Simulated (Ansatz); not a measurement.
Take SiS₂ (space group Ibam, No. 72; made of chains) as the base.

```cif
data_S8Si4
_chemical_formula_sum 'S8 Si4'
_space_group_name_H-M_alt 'Ibam'
_space_group_IT_number 72
_space_group_name_Hall '-I 2 2c'
_cell_length_a 5.80308
_cell_length_b 9.89182
_cell_length_c 5.54551
_cell_angle_alpha 90.000
_cell_angle_beta 90.000
_cell_angle_gamma 90.000
loop_
_atom_site_label
_atom_site_type_symbol
_atom_site_symmetry_multiplicity
_atom_site_Wyckoff_symbol
_atom_site_fract_x
_atom_site_fract_y
_atom_site_fract_z
_atom_site_occupancy
S1 S 8 j 0.19967 0.11479 0.00000 1
Si1 Si 4 a 0.00000 0.00000 0.25000 1
```
(The calculation used a cell of 6 atoms; values per cell refer to that cell.)

The values are results of Ansatz (a quantum-chemistry and plane-wave program) r2SCAN, no spin-orbit coupling, not measurements.

One change was made to it. Results:

```tsv
quantity	base	after
smallest direct gap	3.61 eV	3.54 eV
band gap	3.31 eV	3.25 eV
gap character	indirect, Σ₀–Γ (22 % along) → k = (3/8, 3/8, -3/8) in the run's primitive reciprocal basis	indirect, Σ₀–Γ (22 % along) → G₀–X (50 % along)
volume per atom	26.53 Å³	25.49 Å³
```

Question: What was done to the base?
(A) pressure 1.5 GPa
(B) pressure 10 GPa
(C) pressure 7.5 GPa
(D) pressure 5 GPa
(E) pressure 0.3 GPa

Answer: E, pressure 0.3 GPa. For comparison, the band gap in the other runs: pressure 10 GPa gives 2.51 eV; pressure 5 GPa gives 2.72 eV; pressure 1.5 GPa gives 3.05 eV; pressure 7.5 GPa gives 2.59 eV.

Load acts through the strain it causes; cell and atoms are relaxed under it. Stability against distortions was not tested. Competing high-pressure phases were not computed. No dispersion term is included, though the crystal is made of layers, chains or molecules, so its spacings can come out too wide.
